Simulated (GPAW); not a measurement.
## Pressure against volume in rock-salt CaS (space group 225) (GPAW, LDA)

```
CaS
1.0
    0.00000     2.73435     2.73435
    2.73435     0.00000     2.73435
    2.73435     2.73435     0.00000
Ca S
1 1
Direct
  0.00000   0.00000   0.00000
  0.50000   0.50000   0.50000
```

Method of the run: LDA (Perdew-Wang 92), GPAW PAW datasets LDA (gpaw-data 1.0.1) (plane waves; GPAW 25.7.0). Settings: mode = pw; ecut = 585 eV; xc = LDA; kpts = 10 10 10; mesh shift (steps) = 0 0 0; occupations.name = fermi-dirac; occupations.width = 0.01 eV; nbands = -6; convergence.bands = -4; symmetry.symmorphic = false; symmetry.tolerance = 0.0005; maxiter = 100. The cell above is the first row's. The rows scale it uniformly. In all rows fractional positions and the k mesh are held.

```
V (Å^3/atom)  P (GPa)
------------  -------
20.444              ?
20.888           2.61
21.333           1.03
21.777          -0.39
22.222          -1.67
22.666          -2.82
23.110          -3.85
23.555          -4.78
23.999          -5.62
```

Q: Fit P against V with a cubic, and predict the withheld value at V = 20.444.

A: With u = V - 22.4, the rows have u = -1.5120, -1.0670, -0.6230, -0.1780, 0.2660, 0.7100, 1.1550, 1.5990. Least squares gives P = -2.146 - 2.6116·u + 0.3149·u² - 0.02519·u³. Residuals (row less fit): 0.000, 0.000, 0.001, 0.001, -0.001, 0.001, 0.001, 0.000; standard error 0.001 (degrees of freedom: 4). The fitted pressure is zero at V0 = 21.65, where dP/dV = -3.126, so B0 = -V0·dP/dV = 67.7 GPa. At the withheld row, u = -1.9560, so P = -2.146 - 2.6116 × (-1.9560) + 0.3149 × (-1.9560)² - 0.02519 × (-1.9560)³ = 4.356 GPa. The calculation gives 4.38 GPa, 0.024 GPa above the prediction (0.2 % of the range of P in the table). The row lies outside the fitted rows, so this is an extrapolation.

Carrying the step between the two nearest rows on in a straight line would have given 4.19, off by 0.19; series whose last step already gives the withheld value aren't shown. The scan was laid around a cell of about the measured size, scaled by a guess for this functional. The runs keep the symmetry of the cell, so they don't test it for distortions. Cutoffs and mesh are single choices, not tested for convergence of this quantity. Series with a scatter that would blur these digits, or in which a gap closes, are not shown.
